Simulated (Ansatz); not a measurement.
Checking a run of Ansatz (an electronic-structure program) on La2H5 (I4_1md, 14 atoms in the cell). The aim is a self-consistent single point with DFT, PBEsol, plane waves, default PAW files made with PBE.

Input as run:

Ansatz 0.2 input:
```yaml
# La2H5
crystal:
  lattice:
    - [-2.787410, 2.787410, 5.673170]
    - [2.787410, -2.787410, 5.673170]
    - [2.787410, 2.787410, -5.673170]
  atoms:
    - { symbol: La, position: [0.498500, 0.998500, 0.500000] }
    - { symbol: La, position: [0.748500, 0.748500, 0.000000] }
    - { symbol: La, position: [0.990510, 0.490510, 0.500000] }
    - { symbol: La, position: [0.240510, 0.240510, 0.000000] }
    - { symbol: H, position: [0.368440, 0.388270, 0.517730] }
    - { symbol: H, position: [0.138270, 0.120540, 0.519830] }
    - { symbol: H, position: [0.870540, 0.850710, 0.482270] }
    - { symbol: H, position: [0.600710, 0.618440, 0.480170] }
    - { symbol: H, position: [0.368440, 0.850710, 0.980170] }
    - { symbol: H, position: [0.138270, 0.618440, 0.017730] }
    - { symbol: H, position: [0.870540, 0.388270, 0.019830] }
    - { symbol: H, position: [0.600710, 0.120540, 0.982270] }
    - { symbol: H, position: [0.739010, 0.239010, 0.500000] }
    - { symbol: H, position: [0.989010, 0.989010, 0.000000] }
basis:
  ecutwfc: 105.0
kpoints:
  mp_grid:
    grid: [6, 6, 6]
    shift: [0.5, 0.5, 0.5]
hamiltonian:
  xc: pbesol
  pseudopotentials:
    kind: paw
scf:
  occupations:
    method: gaussian
    width: 0.272
output:
  forces: true
  eigenvalues: true
  stress: true
```

Output, abridged:

```
WARN basis.ecutwfc = 105 eV is below the records' recommended cutoff, and the density's cutoff is lower with it unless basis.ecutrho_ratio is high enough to …
WARN ansatz: RAYON_NUM_THREADS=1 ignored (pool sized by the plan → 1); use --threads N
Pseudopotentials: kind: paw
Pseudopotential: La, paw, valence charge 11
Pseudopotential: H, paw, valence charge 1
Crystal: 14 atoms, lattice volume = 176.314 Å³
Basis set: ecut = 105 eV, 437 PW (Γ), exchange–correlation on 48×48×48 points (8 copies of the dense FFT grid, shifted against one another)
Bands: 41, of which v1, the nominal top of the filled ones, is band 27 counted from 1 (26 counted from 0)
Symmetry: 8 space group operations
Space group: I41md (ITA 109), of the structure as read, at distance tolerance 5.6e-5 Å
k-points: 28 of 216 (time reversal used)
PAW frozen core: La, regenerated for the run's functional, and the local potential with it
Initial density: superposition of atomic densities (neutral atoms: chi_scale 0, normalization atom), corrected by the library's trained network
Initial wavefunctions: pseudopotential atomic-orbital guess
Eigensolver: davidson
Functional: x = pbesol(κ = 0.804, μ = 0.12345679012345678), c = pbesol(β = 0.046)
SCF iter   1: F=—  HF=-24783.442863 eV  |F-HF|=—  |Δ(HF+E_count)|=         —  Δρ=5.31e-2  dr2=1.91e0  ethr=1.77e-3  ⟨swp⟩=6.6  Hψ=5063  notcnv=0
all-band conjugate gradients solve this SCF's bands
preconditioner: auto → Kerker (q_TF=auto, 2.240 Å⁻¹)
SCF iter   2: F=—  HF=-24783.415736 eV  |F-HF|=—  |Δ(HF+E_count)|=   2.71e-2  Δρ=2.89e-2  dr2=6.05e-1  ethr=1.77e-3  ⟨swp⟩=1.0  Hψ=1372  notcnv=0
   [... lines left out ...]
SCF iter   5: F=—  HF=-24783.365827 eV  |F-HF|=—  |Δ(HF+E_count)|=   2.53e-4  Δρ=9.83e-5  dr2=2.71e-5  ethr=1.87e-6  ⟨swp⟩=2.6  Hψ=1384  notcnv=0  defer=41
SCF iter   6: F=—  HF=-24783.366724 eV  |F-HF|=—  |Δ(HF+E_count)|=   8.97e-4  Δρ=2.12e-5  dr2=9.03e-7  ethr=5.01e-8  ⟨swp⟩=2.0  Hψ=1368  notcnv=0  defer=78
SCF iter   7: F=-24783.366724 eV  HF=-24783.366724 eV  |F-HF|=4.39e-9  |Δ(HF+E_count)|=   1.51e-7  Δρ=3.18e-6  dr2=1.58e-8  ethr=1.85e-10  ⟨swp⟩=9.3  Hψ=4556  notcnv=0
SCF 1 converged in 7 iterations: F = -24783.366724 eV  dr2 = 1.58e-8
Free energy (F): -24783.366724 eV
Internal energy: -24783.273512 eV  (E = F + TS)
E sigma→0 (E₀):  -24783.320118 eV
Entropy (-TS):   -0.093212 eV (-6.658 meV/atom)
Fermi energy:    10.099277 eV
--- Forces (eV/Å), atoms counted from 1 ---
  atom   1  La     0.00000000    -0.00000000     0.28096195
  atom   2  La    -0.00000000     0.00000000     0.28096195
  atom   3  La     0.00000000     0.00000000    -0.30767192
  atom   4  La     0.00000000    -0.00000000    -0.30767192
  atom   5  H     -0.04275436     0.01683761    -0.01017832
  atom   6  H     -0.01683761    -0.04275436    -0.01017832
  atom   7  H      0.04275436    -0.01683761    -0.01017832
   [... lines left out ...]
  atom  14  H      0.00000000    -0.00000000     0.06734765
--- Stress (GPa, compression-positive) ---
        5.572650       0.000000       0.000000
        0.000000       5.572650      -0.000000
        0.000000      -0.000000       5.934652
  P = ⅓ Tr σ = 5.6933 GPa (56.933 kbar)
  The stress holds the Pulay correction. Without it, at fixed plane waves, as pw.x and ABINIT print it: P = -28.0853 GPa
```

Q: Is anything amiss in this input, and did it matter?

A: The run is not sound. The fault is a basis or grid far too coarse for these potentials. The error of an incomplete plane-wave basis or grid does not cancel at such settings. To fix it, restore the cutoff that the potentials need and check convergence. The run converged in 7 iterations without an error; against the sound input the free energy goes up by 1.94 eV/atom, the pressure goes from -2.36 to 5.69 GPa and the largest force goes from 0.092 to 0.308 eV/Å. At a fixed set of plane waves, without the program's Pulay estimate, the pressure is -28.09 GPa against -2.45 GPa.

The sound input it was made from differs as follows (other fixes are possible):
```diff
-basis:
-  ecutwfc: 105.0
```

With that input, the run converged in 7 iterations: free energy E − TS (on the zero of these files) -24810.5745 eV; Fermi level (on the code's own zero) 9.73 eV; pressure -2.36 GPa; largest force (vector length) 0.092 eV/Å (DFT, PBEsol, plane waves, default PAW files made with PBE).

On the sound input: the starting cell comes from a database of computed structures (which also holds hypothetical and non-ambient phases and stackings), without a prior relaxation at this level. Ansatz's pressure includes its estimate of the finite-basis (Pulay) stress.
